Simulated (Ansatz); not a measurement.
Si under load (space group Fd-3m), r2SCAN with spin-orbit coupling, rigid bands (Ansatz, a quantum-chemistry and plane-wave program). Condition of this run: hydrostatic pressure -2 GPa (the target of the relaxation). Band gap 0.79 eV, N_c = 3.09e19 cm⁻³ and N_v = 2.07e19 cm⁻³ at 300 K, conductivity masses of 0.283 mₑ (electrons) and 0.350 mₑ (holes). Take k_BT = 0.02585 eV.

Problem. What thermal injection velocity √(2k_BT/πm) limits a ballistic channel?

Solution. 1.01e7 cm/s for electrons and 9.09e6 cm/s for holes, a ratio of √(m_h/m_e) = 1.11, for dilute carriers.

Problem. A film of it is 8 nm thick. Estimate the confinement energies in an infinite well.

Solution. ħ²π²/(2m t²) = 0.376 eV·nm²/(m/mₑ × t²) gives 20.8 meV for electrons and 16.8 meV for holes, so the gap would widen to about 0.83 eV. Finite barriers and nonparabolic bands lower this, and with several valleys or bands the heaviest mass along the normal sets the lowest level, not this average.

Problem. What built-in voltage has an abrupt junction with N_A = 1e16 and N_D = 1e17 cm⁻³, all dopants ionised?

Solution. V_bi = E_g/e − (k_BT/e) ln(N_c N_v/(N_A N_D)) = 0.79 − 0.02585 × 13.37 = 0.44 V, for the computed gap.

Rigid bands with the computed gap; masses take one relaxation time for all states.
